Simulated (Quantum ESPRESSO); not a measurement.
Quantum ESPRESSO is run on Mg₆CdCo (Amm2, 8 atoms in the cell), and the run fails. The aim is a self-consistent single point with DFT, LDA (PZ), plane waves, GBRV 1.5 ultrasoft (LDA) pseudopotentials.

Cell that was meant: a = 4.8534 Å, b = 6.1339 Å, c = 6.1339 Å, α = 60.50°, β = 90.00°, γ = 90.00°.

Part of the input:

```fortran
   ecutwfc = 50,
   ecutrho = 400,
   occupations = 'smearing',
   smearing = 'gausian',
   degauss = 0.0073499,
   nspin = 2,
   starting_magnetization(3) = 0.176,
```

Output, abridged:

```
 %%%%%%%%%%%%%%%%%%%%%%%%%%%%%%%%%%%%%%%%%%%%%%%%%%%%%%%%%%%%%%%%%%%%%%%%%%%%%%
     Error in routine  set_occupations (1):
      smearing gausian unknown
 %%%%%%%%%%%%%%%%%%%%%%%%%%%%%%%%%%%%%%%%%%%%%%%%%%%%%%%%%%%%%%%%%%%%%%%%%%%%%%

     stopping ...
```

From the messages shown, name the fault and mend the input.

The fault is a value that the program does not know. The key takes a closed list of words, and names differ between codes. To fix it, use one of the words that the key accepts. The program stopped before any SCF iteration.

An input that runs soundly differs in these lines (not the only fix; some lines may just follow from the change or write a value another way):
```diff
-   smearing = 'gausian',
+   smearing = 'cold',
```

With that input, the run converged in 24 iterations: free energy E − TS -15825.7735 eV; Fermi level (on the code's own zero) 7.28 eV; pressure -4.15 GPa; largest force (vector length) 0.081 eV/Å; size of the cell's spin moment 1.10 μB (DFT, LDA (PZ), plane waves, GBRV 1.5 ultrasoft (LDA) pseudopotentials).

On the sound input: the starting cell comes from a database of computed structures (which also holds hypothetical and non-ambient phases and stackings), without a prior relaxation at this level. With one magnetic atom in the cell only a parallel order is possible. With a pressure of about -4 GPa the cell is away from its equilibrium volume at this level.
